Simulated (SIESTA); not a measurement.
**Short convergence ladders for HfC (I4mm, 2 atoms in the cell)**

```xyz
2
Lattice="0.0000 2.3316 2.3316 2.3316 0.0000 2.3316 2.3316 2.3316 0.0000" Properties=species:S:1:pos:R:3 pbc="T T T"
Hf     0.0000     0.0000     0.0500
C      2.3316     2.3316     2.3316
```

Base method: LDA PW92, numerical atomic orbitals DZP, PseudoDojo LDA standard norm-conserving potentials (rewritten from UPF to PSML) (SIESTA).

Base settings: XC.functional = LDA; XC.authors = PW92; potentials = PseudoDojo LDA standard; PAO.BasisSize = DZP; PAO.EnergyShift = 0.005 Ry; MeshCutoff = 300 Ry; kgrid.MonkhorstPack = 6 6 6; OccupationFunction = FD; ElectronicTemperature = 0.1 eV; MaxSCFIterations = 150.

Core times come from one kind of shared machine, to one figure; runs under 30 s give none.

**The k-point mesh**

Only quantities that move along the ladder and can be compared are tabulated.

```csv
kgrid.MonkhorstPack,free energy less the last step's (meV/atom),pressure (GPa),largest difference of a force vector from the last step's (eV/Å),core time / last (rough)
2 2 2,695.07,-3.10,0.401,0.2
4 4 4,27.20,-13.88,0.011,–
6 6 6,6.17,-12.89,0.043,–
7 7 7,3.38,-12.95,0.006,0.2
9 9 9,1.74,-12.96,0.002,0.4
12 12 12,0.09,-12.95,0.003,0.7
13 13 13,0.00,-12.97,0.000,1
```

Coarsest kgrid.MonkhorstPack that holds the free energy within 5 meV/atom of the last step, with all finer ones: 7 7 7, at about 0.2 of the last step's time; the step before is off by 6.2 meV/atom.

Coarsest kgrid.MonkhorstPack that holds the forces within 0.02 eV/Å of the last step, with all finer ones: 7 7 7, at about 0.2 of the last step's time; the step before is off by 0.043 eV/Å.

Coarsest kgrid.MonkhorstPack that holds the pressure within 0.2 GPa of the last step, with all finer ones: 6 6 6; the step before is off by 0.92 GPa.

**The k-point mesh at a smearing width of 0.02 eV**

In this ladder: ElectronicTemperature = 0.02 eV.

Only quantities that move along the ladder and can be compared are tabulated.

| kgrid.MonkhorstPack | free energy less the last step's (meV/atom) | pressure (GPa) | largest difference of a force vector from the last step's (eV/Å) | core time / last (rough) |
|---|---|---|---|---|
| 4 4 4 | 29.33 | -14.32 | 0.132 | 0.1 |
| 6 6 6 | 5.87 | -12.99 | 0.035 | 0.1 |
| 9 9 9 | 1.71 | -12.99 | 0.033 | 0.1 |
| 13 13 13 | -0.46 | -12.98 | 0.005 | 0.5 |
| 16 16 16 | 0.00 | -12.99 | 0.000 | 1 |

Coarsest kgrid.MonkhorstPack that holds the pressure within 0.5 GPa of the last step, with all finer ones: 6 6 6, at about 0.1 of the last step's time; the step before is off by 1.3 GPa.

Coarsest kgrid.MonkhorstPack that holds the free energy within 2 meV/atom of the last step, with all finer ones: 9 9 9, at about 0.1 of the last step's time; the step before is off by 5.9 meV/atom.

Coarsest kgrid.MonkhorstPack that holds the forces within 0.02 eV/Å of the last step, with all finer ones: 13 13 13; the step before is off by 0.033 eV/Å.

**The k-point mesh at a smearing width of 0.3 eV**

In this ladder: ElectronicTemperature = 0.3 eV.

Only quantities that move along the ladder and can be compared are tabulated.

| kgrid.MonkhorstPack | free energy less the last step's (meV/atom) | pressure (GPa) | core time / last (rough) |
|---|---|---|---|
| 4 4 4 | 15.44 | -13.19 | 0.1 |
| 6 6 6 | 3.99 | -12.67 | 0.1 |
| 9 9 9 | 0.47 | -12.71 | 0.3 |
| 13 13 13 | 0.01 | -12.72 | 0.5 |
| 16 16 16 | 0.00 | -12.72 | 1 |

Coarsest kgrid.MonkhorstPack that holds the pressure within 0.1 GPa of the last step, with all finer ones: 6 6 6, at about 0.1 of the last step's time; the step before is off by 0.46 GPa.

Coarsest kgrid.MonkhorstPack that holds the free energy within 1 meV/atom of the last step, with all finer ones: 9 9 9, at about 0.3 of the last step's time; the step before is off by 4.0 meV/atom.

On the base run: the starting cell has typed, rounded lattice constants, without a prior relaxation at this level. Its lattice was rescaled by up to half a per cent. One atom was moved a little off its site on purpose. Values carry the incompleteness of an atom-centred basis. In the base run, with a pressure of about -13 GPa the cell is away from its equilibrium volume at this level.
